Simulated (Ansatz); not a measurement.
Consider WS2 (space group P6_3/mmc, No. 194; a = 3.115 Å, c = 11.772 Å; layered, stacked along the Cartesian z axis). Axes: x lies along a and z along c of the hexagonal cell.

Calculations: Ansatz (a program for electronic structure) PBEsol-D3(BJ), spin-orbit coupling left out.

Before the change:

- Valence-band top at Γ = 0.00, -1.26, -1.60 eV
- Band gap = 0.65 eV

The change: tensor shear ε_xz = +2.00 % (engineering shear γ = 0.0400); the atoms relax in the strained cell.

Question: What happens to the valence-band top at Γ?

Answer: The valence-band top at Γ (three highest levels, from the VBM) goes from 0.00, -1.26, -1.60 eV to 0.00, -1.26, -1.62 eV.

Question: Estimate the effect on the largest internal atomic displacement.

Answer: The largest internal atomic displacement comes out as 0.062 Å.

Question: What happens to the energy relative to the base?

Answer: The energy goes up by 2.7 meV/atom.

Question: Estimate the effect on the band gap.

Answer: The band gap is still 0.65 eV.

Spin-orbit coupling, missing from the scalar runs, can matter with W. Stability against distortions was not tested.
